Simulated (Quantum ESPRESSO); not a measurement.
The steps of a band-structure calculation for Si₂Ni (Fm-3m, 3 atoms in the cell) with Quantum ESPRESSO.

Computed with PBE, PseudoDojo standard norm-conserving (PBE) pseudopotentials (plane waves; Quantum ESPRESSO).

Step 1 (scf):

```fortran
&control
   calculation = 'scf',
   prefix = 'Si2Ni',
   outdir = './tmp/',
   pseudo_dir = './',
   verbosity = 'high',
   tprnfor = .true.,
   tstress = .true.,
/
&system
   ibrav = 2,
   A = 5.5010380000,
   nat = 3,
   ntyp = 2,
   ecutwfc = 100,
   occupations = 'smearing',
   smearing = 'marzari-vanderbilt',
   degauss = 0.0073499,
   nbnd = 25,
/
&electrons
   conv_thr = 1.0d-10,
   mixing_beta = 0.7,
/
ATOMIC_SPECIES
Si    28.0850  Si.upf
Ni    58.6934  Ni.upf
ATOMIC_POSITIONS crystal
Si    0.2500000000    0.2500000000    0.2500000000
Si    0.7500000000    0.7500000000    0.7500000000
Ni    0.0000000000    0.0000000000    0.0000000000
K_POINTS automatic
7 7 7  0 0 0
```

Step 2 (bands):

```fortran
&control
   calculation = 'bands',
   prefix = 'Si2Ni',
   outdir = './tmp/',
   pseudo_dir = './',
   verbosity = 'high',
/
&system
   ibrav = 2,
   A = 5.5010380000,
   nat = 3,
   ntyp = 2,
   ecutwfc = 100,
   occupations = 'smearing',
   smearing = 'marzari-vanderbilt',
   degauss = 0.0073499,
   nbnd = 25,
/
&electrons
   conv_thr = 1.0d-10,
   startingwfc = 'random',
   diago_thr_init = 1.0d-6,
/
ATOMIC_SPECIES
Si    28.0850  Si.upf
Ni    58.6934  Ni.upf
ATOMIC_POSITIONS crystal
Si    0.2500000000    0.2500000000    0.2500000000
Si    0.7500000000    0.7500000000    0.7500000000
Ni    0.0000000000    0.0000000000    0.0000000000
K_POINTS crystal_b
12
  0.00000000   0.00000000   0.00000000  11  ! G
  0.50000000   0.00000000   0.50000000   6  ! X
  0.50000000   0.25000000   0.75000000   4  ! W
  0.37500000   0.37500000   0.75000000  12  ! K
  0.00000000   0.00000000   0.00000000  10  ! G
  0.50000000   0.50000000   0.50000000   7  ! L
  0.62500000   0.25000000   0.62500000   4  ! U
  0.50000000   0.25000000   0.75000000   8  ! W
  0.50000000   0.50000000   0.50000000   7  ! L
  0.37500000   0.37500000   0.75000000   1  ! K
  0.62500000   0.25000000   0.62500000   4  ! U
  0.50000000   0.00000000   0.50000000   1  ! X
```

Step 3 (bands.x):

```fortran
&bands
   prefix = 'Si2Ni',
   outdir = './tmp/',
   filband = 'bands.dat',
   lsym = .false.,
/
```

Output of bands (abridged):

```
     Atomic positions and unit cell read from directory:
     ./tmp/Si2Ni.save/
     G-vector sticks info
     --------------------
     sticks:   dense  smooth     PW     G-vecs:    dense   smooth      PW
     Sum        1495    1495    421                38013    38013    5769

     bravais-lattice index     =            2
     lattice parameter (alat)  =      10.3955  a.u.
     unit-cell volume          =     280.8475 (a.u.)^3
   [... lines left out ...]
                       cart. coord. in units 2pi/alat
        k(    1) = (   0.0000000   0.0000000   0.0000000), wk =   0.0266667
        k(    2) = (  -0.0909091   0.0000000   0.0000000), wk =   0.0266667
        k(    3) = (  -0.1818182   0.0000000   0.0000000), wk =   0.0266667
   [... 72 lines left out ...]

     Dense  grid:    38013 G-vectors     FFT dimensions: (  48,  48,  48)

     The potential is recalculated from file :
     ./tmp/Si2Ni.save/charge-density

     Band Structure Calculation
     Davidson diagonalization with overlap

     ethr =  1.00E-06,  avg # of iterations = 27.3

     End of band structure calculation

          k = 0.0000 0.0000 0.0000 (  4693 PWs)   bands (ev):

   -91.9671 -52.3473 -52.3473 -52.3473  -0.8832   7.6098   7.6098   7.6098
     9.2761   9.2761  11.7846  14.1342  14.1342  14.1342  14.8382  14.8382
    14.8382  17.1037  17.1037  17.1037  19.4015  19.4015  21.4916  24.5644
    32.7048

          k =-0.0909 0.0000 0.0000 (  4729 PWs)   bands (ev):

   -91.9671 -52.3474 -52.3473 -52.3473  -0.8439   7.5376   7.6129   7.6129
     9.2529   9.2834  11.8008  13.6275  13.6275  14.2540  14.6560  15.3934
    15.3934  16.6678  17.1588  17.1588  19.4137  19.8927  21.6690  24.7084
    32.3395

   [... 73 blocks of this kind left out ...]
```

Output of bands.x (abridged):

```
     Reading xml data from directory:

     ./tmp/Si2Ni.save/

     G-vector sticks info
     --------------------
     sticks:   dense  smooth     PW     G-vecs:    dense   smooth      PW
     Sum        1495    1495    421                38013    38013    5769

     Reading collected, re-writing distributed wavefunctions
     high-symmetry point:  0.0000 0.0000 0.0000   x coordinate   0.0000
     high-symmetry point: -1.0000 0.0000 0.0000   x coordinate   1.0000
     high-symmetry point: -1.0000 0.5000 0.0000   x coordinate   1.5000
     high-symmetry point: -0.7500 0.7500 0.0000   x coordinate   1.8536
     high-symmetry point:  0.0000 0.0000 0.0000   x coordinate   2.9142
     high-symmetry point: -0.5000 0.5000 0.5000   x coordinate   3.7802
     high-symmetry point: -1.0000 0.2500 0.2500   x coordinate   4.3926
     high-symmetry point: -1.0000 0.5000 0.0000   x coordinate   4.7462
     high-symmetry point: -0.5000 0.5000 0.5000   x coordinate   5.4533
     high-symmetry point: -0.7500 0.7500 0.0000   x coordinate   6.0656
     high-symmetry point: -1.0000 0.2500 0.2500   x coordinate   6.0656
     high-symmetry point: -1.0000 0.0000 0.0000   x coordinate   6.4192

     Plottable bands (eV) written to file bands.dat.gnu
     Bands written to file bands.dat

   JOB DONE.
```

The starting cell comes from a database of computed structures (which also holds hypothetical and non-ambient phases and stackings), without a prior relaxation at this level. Its lattice was rescaled by a random factor within 2.5 % of one. Spin polarisation is off.
